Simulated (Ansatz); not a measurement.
In a (8,0) BP nanotube, the lowest empty band has its minimum at Γ and lies 0.019 eV higher 0.0353 Å⁻¹ away along the axis.

Method: PBE (plane waves to 420 eV, PAW; Ansatz, an electronic-structure program). Mesh 1×1×6. No spin polarisation. Isolated but for its images some 11 Å away. A hypothetical model, rolled from the flat sheet. Symmetry and one short period hold its shape; lower forms weren't sought.

**Question.** Estimate the electron mass along the axis.

**Answer.** For a parabola ΔE = ħ²Δk²/2m, and ħ²/2mₑ = 3.810 eV Å². So m/mₑ = 3.810 × 0.0353²/0.019 = 0.25. The curvature over a step a third as long gives 0.25; the band is close to a parabola here.
